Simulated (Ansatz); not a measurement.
The parent structure is Hf in the hcp (Mg type) structure (space group P6_3/mmc, No. 194).

```
Hf
1.0
    3.20421     0.00000     0.00000
   -1.60210     2.77493     0.00000
    0.00000     0.00000     5.06906
Hf
2
Direct
  0.33333   0.66667   0.75000
  0.66667   0.33333   0.25000
```

Method: Kohn–Sham DFT with the PBE functional, run in Ansatz (a program for electronic structure) with PAW and 420 eV plane waves, scalar-relativistic without spin-orbit coupling.

For the base:

| Quantity | Value |
|---|---|
| Lattice parameter a | 3.204 Å |

One thing is altered: a hydrostatic pressure of 0.3 GPa.

Q: What happens to the lattice parameter a?

A: The lattice parameter a falls by 0.003 Å (3.204 Å → 3.201 Å).

Load acts through the strain it causes; cell and atoms are relaxed under it. Stability against distortions was not tested. The final runs are not spin-polarised.
